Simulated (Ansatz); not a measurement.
# Rh: pressure 22.5 GPa

Take Rh in the fcc (Cu type) structure (space group Fm-3m, No. 225; a = 3.754 Å) as the base.

Modification: cell and atoms relaxed at a pressure of 22.5 GPa.

Level of theory: LDA (Ansatz, an electronic-structure program, PAW, no spin-orbit coupling). Γ-centred 21×21×21 mesh, Fermi–Dirac width 0.05 eV.

The volume per atom decreases by 0.78 Å³ (13.22 Å³ → 12.44 Å³) and the density increases by 0.81 g/cm³, from 12.92 g/cm³ to 13.73 g/cm³. The lattice parameter a falls by 0.0752 Å, from 3.754 Å to 3.678 Å and the enthalpy H = E + PV relative to the base's energy is +1.80 eV/atom. The band gap stays zero.

Load acts through the strain it causes; cell and atoms are relaxed under it. Stability against distortions was not tested. No other phases were tried under pressure. The final runs are not spin-polarised.
